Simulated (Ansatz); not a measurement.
This Ansatz (a quantum-chemistry and plane-wave program) input is the reference run, HfO2 in the fluorite structure (space group Fm-3m, No. 225), computed with plane-wave PAW DFT at the r2SCAN level (Ansatz, 500 eV), no spin-orbit coupling:

Ansatz 0.2 input:
```yaml
crystal:
  lattice:
    - [0, 2.5292300089, 2.5292300089]
    - [2.5292300089, 0, 2.5292300089]
    - [2.5292300089, 2.5292300089, 0]
  atoms:
    - { symbol: Hf, position: [0, 0, 0] }
    - { symbol: O, position: [0.25, 0.25, 0.25] }
    - { symbol: O, position: [0.75, 0.75, 0.75] }
basis: { ecutwfc: 500, ecutrho_ratio: 4, xc_grid: 4, fft_grid_basis: typed }
kpoints: { mp_grid: { grid: [11, 11, 11] } }
hamiltonian:
  xc: r2scan
  dispersion: none
  pseudopotentials: { kind: paw }
scf: { occupations: { method: fermi_dirac, width: 0.05 }, convergence: { dr2_threshold: 0.0000000003 } }
output: { forces: true, stress: true }
checkpoint: { write: state.ck, write_every: 1000 }
```

### Question
Write the input for this change: strain tensor (xx, yy, zz, yz, xz, xy) = (−0.98, +1.63, −0.68, −1.15, −0.44, +0.31) %, atoms relaxed at fixed cell.

### Answer
Ansatz 0.2 input:
```yaml
crystal:
  lattice:
    - [-0.003287999, 2.5414967744, 2.4830715612]
    - [2.4934414043, -0.0212455321, 2.5010290943]
    - [2.5121577063, 2.5781706096, -0.0399618341]
  atoms:
    - { symbol: Hf, position: [0, 0, 0] }
    - { symbol: O, position: [0.25, 0.25, 0.25] }
    - { symbol: O, position: [0.75, 0.75, 0.75] }
basis: { ecutwfc: 500, ecutrho_ratio: 4, xc_grid: 4, fft_grid_basis: typed }
kpoints: { mp_grid: { grid: [11, 11, 11] } }
hamiltonian:
  xc: r2scan
  dispersion: none
  pseudopotentials: { kind: paw }
scf: { occupations: { method: fermi_dirac, width: 0.05 }, convergence: { dr2_threshold: 0.0000000003 } }
relax: { f_tol: 0.005, max_steps: 50 }
output: { forces: true, stress: true }
checkpoint: { write: state.ck, write_every: 1000 }
```
This is the input that was run.

Whether these cells are dynamically stable was not tested. This is not the structure that HfO2 has at room temperature and ambient pressure.
